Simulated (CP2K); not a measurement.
Worked example: self-consistent single point of InSe (P6_3/mmc, 8 atoms in the cell) in CP2K.

Computed with LDA (Pade form), GPW, DZVP-MOLOPT-PBE-GTH basis, GTH-PBE potentials (POTENTIAL_UZH) (CP2K 2026.2).

```
InSe
1.0
    4.01344     0.00000     0.00000
   -2.00672     3.47574     0.00000
    0.00000     0.00000    17.30644
In Se
4 4
Direct
  0.33333   0.66667   0.33030
  0.66667   0.33333   0.66970
  0.66667   0.33333   0.83030
  0.33333   0.66667   0.16970
  0.33333   0.66667   0.59732
  0.66667   0.33333   0.40268
  0.66667   0.33333   0.09732
  0.33333   0.66667   0.90268
```

Reference input (self-consistent single point, DFT PBE, GPW, DZVP-MOLOPT-PBE-GTH basis, GTH-PBE potentials (POTENTIAL_UZH)): CUTOFF = 500 Ry; REL_CUTOFF = 40 Ry; SMEAR/METHOD = FERMI_DIRAC; ELECTRONIC_TEMPERATURE = 580.23 K; KPOINTS/SCHEME = MONKHORST-PACK 5 5 1; XC_FUNCTIONAL = PBE; In/BASIS_SET = DZVP-MOLOPT-PBE-GTH-q13; In/POTENTIAL = GTH-PBE-q13; Se/BASIS_SET = DZVP-MOLOPT-PBE-GTH-q6; Se/POTENTIAL = GTH-PBE-q6; METHOD = GPW; EPS_DEFAULT = 1e-11. This run's input differs from it in these lines:

```diff
@@ -43,3 +43,3 @@
     &XC
-      &XC_FUNCTIONAL PBE
+      &XC_FUNCTIONAL PADE
       &END XC_FUNCTIONAL
```

The program printed (abridged):

```
 SCF WAVEFUNCTION OPTIMIZATION

  Step     Update method      Time    Convergence         Total energy    Change
     1 NoMix/Diag. 0.30E+00      -     1.99233477      -262.8204410046 -2.63E+02
     2 Broy./Diag. 0.30E+00      -     0.04305583      -263.3122702222 -4.92E-01
     3 Broy./Diag. 0.30E+00      -     0.09526933      -262.7706925257  5.42E-01
     4 Broy./Diag. 0.30E+00      -     0.01047459      -262.5630192604  2.08E-01
     5 Broy./Diag. 0.30E+00      -     0.00662727      -262.5422791212  2.07E-02
     6 Broy./Diag. 0.30E+00      -     0.00185674      -262.5328955797  9.38E-03
   [... 7 lines left out ...]
    14 Broy./Diag. 0.30E+00      -     0.00000126      -262.5302745318  6.40E-06
    15 Broy./Diag. 0.30E+00      -     0.00000022      -262.5302574315  1.71E-05
    16 Broy./Diag. 0.30E+00      -     0.00000071      -262.5302646910 -7.26E-06
    17 Broy./Diag. 0.30E+00      -     0.00000010      -262.5302709582 -6.27E-06
  *** SCF run converged in    17 steps ***

  Overlap energy of the core charge distribution:               0.00000000265971
  Self energy of the core charge distribution:               -439.43068859339724
  Core Hamiltonian energy:                                    129.82346767208898
  Hartree energy:                                              84.41483267152405
  Exchange-correlation energy:                                -37.33783024865173
  Electronic entropic energy:                                  -0.00005246231678
  Fermi energy:                                                 0.14057122895351

  Total energy:                                              -262.53027095815190
  Total energy (extrapolated to T->0):                       -262.53024472699349

   [... lines left out ...]

 STRESS| Analytical stress tensor [bar]
 STRESS|                        x                   y                   z
 STRESS|      x        5.16972236612E+03  -2.35975608409E+00  -4.10927775461E-05
 STRESS|      y       -2.35975608409E+00   5.16695691809E+03  -2.58039655055E-02
 STRESS|      z       -4.10927775461E-05  -2.58039655055E-02   5.35496792374E+02
 STRESS| 1/3 Trace                                             3.62405869219E+03
```

The run converged in 17 iterations. Against the reference run the pressure goes from 3.27 to 0.36 GPa, the largest force goes from 0.470 to 0.322 eV/Å and the gap on the mesh goes from 0.552 to 0.311 eV.

The starting cell comes from a database of computed structures (which also holds hypothetical and non-ambient phases and stackings), without a prior relaxation at this level. Its lattice was rescaled by a random factor within 2.5 % of one. Values carry the incompleteness of an atom-centred basis. The potentials were made for another functional than the one used.

Cost on one core of a shared machine: roughly 80 s.
